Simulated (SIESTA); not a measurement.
A self-consistent single point of CsLiMnS2 (I-4m2, 5 atoms in the cell) with SIESTA.

Computed with GGA PBEsol, numerical atomic orbitals DZP, PseudoDojo PBEsol standard norm-conserving potentials (rewritten from UPF to PSML) in SIESTA.

```
CsLiMnS2
1.0
   -2.08186     2.08186     7.06654
    2.08186    -2.08186     7.06654
    2.08186     2.08186    -7.06654
Cs Li Mn S
1 1 1 2
Direct
  0.00000   0.00000   0.00000
  0.25000   0.75000   0.50000
  0.75000   0.25000   0.50000
  0.65884   0.65884   0.00000
  0.34116   0.34116   0.00000
```
Moments meant for the start (each program seeds them in its own way; μB, in the order of the atoms Cs Li Mn S S): 0.0 0.0 4.0 0.0 0.0.

Reference input (self-consistent single point, DFT, GGA PBEsol, numerical atomic orbitals DZP, PseudoDojo PBEsol standard norm-conserving potentials (rewritten from UPF to PSML)): XC.functional = GGA; XC.authors = PBEsol; potentials = PseudoDojo PBEsol standard; PAO.BasisSize = DZP; PAO.EnergyShift = 0.005 Ry; MeshCutoff = 400 Ry; kgrid.MonkhorstPack = 7 7 7; OccupationFunction = MP; OccupationMPOrder = 0; ElectronicTemperature = 10 meV; Spin = polarized; DM.InitSpin = [1 +0.00, 2 +0.00, 3 +4.00, 4 +0.00, 5 +0.00]. This run's input differs from it in these lines:

```diff
@@ -34,5 +34,5 @@
 %block kgrid.MonkhorstPack
-    7   0   0  0.0
-    0   7   0  0.0
-    0   0   7  0.0
+    9   0   0  0.0
+    0   9   0  0.0
+    0   0   9  0.0
 %endblock kgrid.MonkhorstPack
```

The program printed (abridged):

```
        iscf     Eharris(eV)        E_KS(eV)     FreeEng(eV)     dDmax    Ef(eV) dHmax(eV)
   scf:    1    -4371.268868    -4387.966531    -4387.966531  0.889599 -3.832226 15.844363
     spin moment: {S} , |S| = {        0.0        0.0    5.00000 }     5.00000
   scf:    2    -4394.651253    -4391.664698    -4391.664698  0.091660 -4.256833  9.030399
     spin moment: {S} , |S| = {        0.0        0.0    5.00000 }     5.00000
   scf:    3    -4394.605646    -4393.695801    -4393.695801  0.119391 -4.922076  1.870787
     spin moment: {S} , |S| = {        0.0        0.0    5.00000 }     5.00000
   [... lines left out ...]
     spin moment: {S} , |S| = {        0.0        0.0    5.00000 }     5.00000
   scf:   11    -4393.882322    -4393.882315    -4393.882315  0.000349 -4.979177  0.018793
     spin moment: {S} , |S| = {        0.0        0.0    5.00000 }     5.00000
   scf:   12    -4393.882326    -4393.882322    -4393.882322  0.000255 -4.980818  0.004123
     spin moment: {S} , |S| = {        0.0        0.0    5.00000 }     5.00000
   scf:   13    -4393.882323    -4393.882323    -4393.882323  0.000061 -4.981284  0.000949
     spin moment: {S} , |S| = {        0.0        0.0    5.00000 }     5.00000
SCF Convergence by DM+H criterion
max |DM_out - DM_in|         :     0.0000609342
max |H_out - H_in|      (eV) :     0.0009491535
SCF cycle converged after 13 iterations

Using DM_out to compute the final energy and forces

siesta: E_KS(eV) =            -4393.8823

siesta: E_KS - E_eggbox =     -4393.8823

siesta: Atomic forces (eV/Ang):
     1   -0.000001    0.000001    0.000000
     2   -0.000255    0.000255   -0.000000
     3   -0.000052    0.000052   -0.000000
     4   -0.000098   -0.000233   -0.042687
     5    0.000233    0.000098    0.042687
   Tot   -0.000173    0.000173   -0.000000
   Max    0.042687
   Res    0.015588    sqrt( Sum f_i^2 / 3N )
   Max    0.042687    constrained

Stress tensor Voigt[x,y,z,yz,xz,xy] (kbar):        9.15        9.15       11.91        0.20        0.20       -0.01
   [... lines left out ...]
siesta: FreeEng =     -4393.882323
siesta: Cell volume =        122.509611 Ang**3
siesta:         -10.07018813         -9.23284489  kBar
   [... lines left out ...]
              0.006   0.012   0.005   0.009   0.005

mulliken: Qtot =       17.000

Mulliken Atomic Populations:
Atom #   charge [q] valence [e]      Sz [e]  Species
     1     0.720866    8.279134    0.008505  Cs
     2    -0.195028    3.195028   -0.033376  Li
     3     0.745203   14.254797    4.677116  Mn
     4    -0.635521    6.635521    0.173877  S
     5    -0.635521    6.635521    0.173877  S
 Total     0.000000                5.000000
```

The run converged in 13 iterations. Against the reference run the free energy stays essentially unchanged (within 1 meV/atom), the pressure stays at -1.01 GPa, the largest force stays at 0.043 eV/Å, the gap on the mesh goes from 0.818 to 0.801 eV and the size of the net moment stays at 1.00 μB/atom.

The starting cell comes from a database of computed structures (which also holds hypothetical and non-ambient phases and stackings), without a prior relaxation at this level. With one magnetic atom in the cell only a parallel order is possible. Values carry the incompleteness of an atom-centred basis. The basis of the alkali or alkaline-earth atoms may lack their empty d shell, which can raise the gap.

Cost on one core of a shared machine: roughly 3 min.
